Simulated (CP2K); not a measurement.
A self-consistent single point of Ta (Im-3m, 1 atom in the cell) with CP2K.

Method: CP2K with PBE, GPW, TZVP-MOLOPT-SR-GTH basis, GTH-PBE potentials (GTH_POTENTIALS).

```
Ta
1.0
    2.90942     0.00000     0.00000
   -0.96981     2.74303     0.00000
   -0.96981    -1.37151     2.37553
Ta
1
Direct
  0.00000   0.00000   0.00000
```

Reference input (self-consistent single point, DFT PBE, GPW, TZVP-MOLOPT-SR-GTH basis, GTH-PBE potentials (GTH_POTENTIALS)): CUTOFF = 500 Ry; REL_CUTOFF = 50 Ry; SMEAR/METHOD = MARZARI_VANDERBILT; SIGMA = 0.1 eV; KPOINTS/SCHEME = MONKHORST-PACK 9 9 9; XC_FUNCTIONAL = PBE; Ta/BASIS_SET = TZVP-MOLOPT-SR-GTH-q13; Ta/POTENTIAL = GTH-PBE-q13; METHOD = GPW; EPS_DEFAULT = 1e-10; NGRIDS = 5; SCF_GUESS = ATOMIC. This run's input differs from it in these lines:

```diff
@@ -40,3 +40,3 @@
     &KPOINTS
-      SCHEME MONKHORST-PACK 9 9 9
+      SCHEME MONKHORST-PACK 13 13 13
     &END KPOINTS
```

Output (repeated stretches shortened):

```
 SCF WAVEFUNCTION OPTIMIZATION

  Step     Update method      Time    Convergence         Total energy    Change
     1 NoMix/Diag. 0.20E+00      -     1.82818909       -58.6046404383 -5.86E+01
     2 Broy./Diag. 0.20E+00      -     0.01383559       -58.7228547451 -1.18E-01
     3 Broy./Diag. 0.20E+00      -     0.05359785       -58.3993612378  3.23E-01
     4 Broy./Diag. 0.20E+00      -     0.00231673       -58.2095386764  1.90E-01
     5 Broy./Diag. 0.20E+00      -     0.00203004       -58.2313062697 -2.18E-02
     6 Broy./Diag. 0.20E+00      -     0.00006765       -58.2354975539 -4.19E-03
     7 Broy./Diag. 0.20E+00      -     0.00022952       -58.2358774958 -3.80E-04
     8 Broy./Diag. 0.20E+00      -     0.00000194       -58.2358644822  1.30E-05
     9 Broy./Diag. 0.20E+00      -     0.00000292       -58.2358479158  1.66E-05
    10 Broy./Diag. 0.20E+00      -     0.00000011       -58.2358456944  2.22E-06
  *** SCF run converged in    10 steps ***

  Overlap energy of the core charge distribution:               0.00000000019259
  Self energy of the core charge distribution:                -86.68003601779165
  Core Hamiltonian energy:                                     18.48150343698533
  Hartree energy:                                              16.79460060535630
  Exchange-correlation energy:                                 -6.83194957616263
  Smearing free energy correction:                              0.00003585686302
  Fermi energy:                                                 0.44911526707233

  Total energy:                                               -58.23584569444309

                     Mulliken Population Analysis

 #  Atom  Element  Kind  Atomic population                           Net charge
   [... lines left out ...]

 STRESS| Analytical stress tensor [bar]
 STRESS|                        x                   y                   z
 STRESS|      x       -7.37391761566E+04   1.15530275032E+00   9.21472600218E-04
 STRESS|      y        1.15530275032E+00  -7.37384341241E+04   3.15345811390E-02
 STRESS|      z        9.21472600218E-04   3.15345811390E-02  -7.37381545136E+04
 STRESS| 1/3 Trace                                            -7.37385882648E+04
```

The run converged in 10 iterations. Against the reference run the free energy falls by 18.1 meV/atom and the pressure goes from -6.58 to -7.37 GPa.

The starting cell comes from a database of computed structures (which also holds hypothetical and non-ambient phases and stackings), without a prior relaxation at this level. Its lattice was rescaled by a random factor within 2.5 % of one. Spin polarisation is off. Values carry the incompleteness of an atom-centred basis. With a pressure of about -7 GPa the cell is away from its equilibrium volume at this level.

Cost on one core of a shared machine: roughly 2 min.
